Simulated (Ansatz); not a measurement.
Abridged Ansatz (a quantum-chemistry and plane-wave program) output:

```
Relaxation: its limit of steps is 50 (relax.max_steps)
Pseudopotential: Cu, paw, valence charge 19
Pseudopotential: Au, paw, valence charge 19
Crystal: 2 atoms, lattice volume = 29.863 Å³
Basis set: ecut = 420 eV, 577 PW (Γ), exchange–correlation on 40×40×50 points (8 copies of the dense FFT grid, shifted against one another)
Bands: 23, of which v1, the nominal top of the filled ones, is band 19 counted from 1 (18 counted from 0)
Symmetry: 16 space group operations
k-points: 594 of 6400
Functional: x = pbe(κ = 0.804, μ = 0.2195149727645171), c = pbe(β = 0.06672455060314922)
SCF iter   1: F=—  HF=-19774.614684 eV  |F-HF|=—  |Δ(HF+E_count)|=         —  Δρ=2.61e-3  dr2=1.70e-3  ethr=1.77e-3  ⟨swp⟩=5.0  Hψ=51449  notcnv=0
SCF iter   2: F=—  HF=-19774.615104 eV  |F-HF|=—  |Δ(HF+E_count)|=   4.20e-4  Δρ=1.00e-3  dr2=2.99e-4  ethr=4.46e-6  ⟨swp⟩=2.0  Hψ=26536  notcnv=0
SCF 1 converged in 9 iterations: F = -19774.615128 eV  dr2 = 2.98e-11
relax step   1: F+E_penalty+E_count = -19774.61512846 eV  Δ(F+E_penalty+E_count) = +0.000e0 eV  max|allowed force component| = 7.100e-30 eV/Å  Δτ_max = 0.0000 Å  (9 SCF iters, accepted)
SCF converged after 9 iterations
Free energy (F): -19774.615128 eV
Internal energy: -19774.595204 eV  (E = F + TS)
E sigma→0 (E₀):  -19774.605166 eV
Entropy (-TS):   -0.019925 eV (-9.962 meV/atom)
Fermi energy:    18.364348 eV
--- Forces (eV/Å), atoms counted from 1 ---
  atom   1  Cu    -0.00000000     0.00000000     0.00000000
  atom   2  Au     0.00000000    -0.00000000     0.00000000
--- Stress (GPa, compression-positive) ---
        0.678002       0.000000       0.000000
        0.000000       0.678002       0.000000
        0.000000       0.000000       0.755658
  P = ⅓ Tr σ = 0.7039 GPa (7.039 kbar)
--- Relaxed structure (1 steps of the walk, 1 accepted, 0 SCFs on fresh bases) ---
  atoms:
    - { symbol: Cu, position: [0.0, 0.0, 0.0] }
    - { symbol: Au, position: [0.5, 0.5, 0.4999999999999999] }
```

**Question.** What was computed, and what are the main results?

**Answer.** CuAu, 2 atoms in the cell, with Ansatz PBE, no spin-orbit coupling. The last SCF converged to F = -19774.615128 eV, or -9887.3076 eV per atom, at a pressure of 0.70 GPa. The total energy compares only with runs of the same code, potentials and settings.

The cells carry an imposed strain or load. Whether these cells are dynamically stable was not tested. The final runs are not spin-polarised. The cell was made from CuAu (space group P4/mmm, No. 123) by this change: uniaxial strain ε_zz = −0.50 %.

Keys are those of Ansatz 0.2.
